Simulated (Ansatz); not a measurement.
Cell and atoms of amorphous gallium oxide (Ga24O35):

```xyz
59
Lattice="9.2090 0.0000 0.0000 0.0000 9.2090 0.0000 0.0000 0.0000 9.2090" Properties=species:S:1:pos:R:3 pbc="T T T"
Ga     2.4144     5.4330     7.8879
Ga     7.2691     0.5246     4.1773
Ga     5.4947     6.6230     6.9206
Ga     1.6200     9.2084     7.6237
Ga     1.2995     6.6334     5.7042
Ga     2.5657     0.4526     1.5378
Ga     3.4434     2.6183     8.9430
Ga     4.5764     0.4404     6.7250
Ga     8.1976     1.4144     6.6228
Ga     3.4630     4.4686     4.5285
Ga     1.6829     0.3447     4.4686
Ga     7.3311     3.2575     2.0206
Ga     4.8338     7.7611     3.8355
Ga     8.1096     8.0181     8.7828
Ga     4.4173     1.9704     3.3273
Ga     2.1917     6.7222     2.7414
Ga     8.5839     5.0656     3.7804
Ga     0.2958     5.0447     0.7177
Ga     8.0137     5.1059     7.0049
Ga     5.8478     3.1452     6.3260
Ga     4.2930     7.5334     0.3259
Ga     7.0886     7.1382     2.0364
Ga     5.9461     1.0381     0.7282
Ga     0.9582     2.8716     2.7376
O      6.1301     5.0172     6.2789
O      2.6191     4.2157     0.0707
O      3.7118     0.1711     3.5678
O      8.5790     3.2003     3.7339
O      0.9823     5.3159     2.5997
O      2.4630     5.1243     5.9874
O      6.8058     7.9557     3.7860
O      8.9534     0.2150     7.8442
O      4.8877     3.2542     4.6686
O      4.4979     2.3177     7.4003
O      2.5737     0.6319     6.1364
O      2.5775     7.7884     1.2212
O      7.1764     5.2035     2.5785
O      7.2232     8.8982     0.9582
O      1.4230     7.6934     4.1857
O      3.7186     6.1377     3.6772
O      4.0911     1.6731     1.3870
O      6.3770     1.0703     5.8965
O      2.1998     1.1093     8.9917
O      4.9307     9.0626     8.5741
O      8.9730     0.7187     5.0364
O      9.1321     3.2718     1.1874
O      6.3544     1.6082     2.9093
O      6.4032     2.7983     0.4834
O      1.2143     0.9716     2.7082
O      7.2200     6.8378     7.6672
O      8.8407     5.8298     5.4222
O      7.7127     3.1661     6.8759
O      0.4017     5.0816     8.0690
O      1.6670     7.3399     7.3893
O      2.6839     3.1267     3.4450
O      8.6601     6.7921     0.9200
O      4.1786     6.2490     8.2207
O      4.7836     7.9348     5.8046
O      5.2191     7.2783     1.8739
```

These are PBE, scalar-relativistic without spin-orbit coupling (plane waves to 420 eV, PAW; Ansatz, a first-principles code) values and carry that method's errors. The usual formal charges leave 2 electrons over, so the level spacing at the Fermi energy parts defect or band states and needn't be the band gap.

Preparation: random packing, a CHGNet melt and quench, and a DFT relaxation. O atoms were pushed apart under 1.9 Å during the dynamics, to hinder bonds among them. The hot cell started wider than the set density and was brought back towards it in steps. It is the lowest in DFT energy of 2 quenches. It is a model cell: composition and starting density were chosen by hand, and all elements were melted together. No dispersion term was used. Its density started from a set value of 4.70 and ended at 4.75 g/cm³. Cooling (nominally 350 K/ps over its main leg) ran many orders faster than in experiment, which tends to leave more defects and strain. A cell of this size samples the disorder only roughly. The volume was free in the relaxation, at fixed shape. Stress components on the final sampling reach 1.3 GPa.

Cut-offs for bonds: Ga-Ga 2.68 Å, Ga-O 2.58 Å, O-O 1.58 Å. Two cations that share two anions don't count as bonded, nor two that share one unless they lie closer than Ga-Ga 2.61 Å.

Question: Give the coordination numbers, mean bond lengths and angles.

Answer: 
```yaml
Mean coordination of Ga by anions: 4.54 (11 with 4, 13 with 5)
Mean coordination of O: 3.11 (1 with 2, 29 with 3, 5 with 4)
Mean Ga-O bond: 1.957 Å (spread 0.121 Å, 109 counted)
Bond angle at Ga: mean 107.2°, spread 22.6°
Bond angle at O: mean 113.9°, spread 17.0°
```

Question: List the pairs of like atoms that count as bonded by the rules above.

Answer: There are none by these rules.
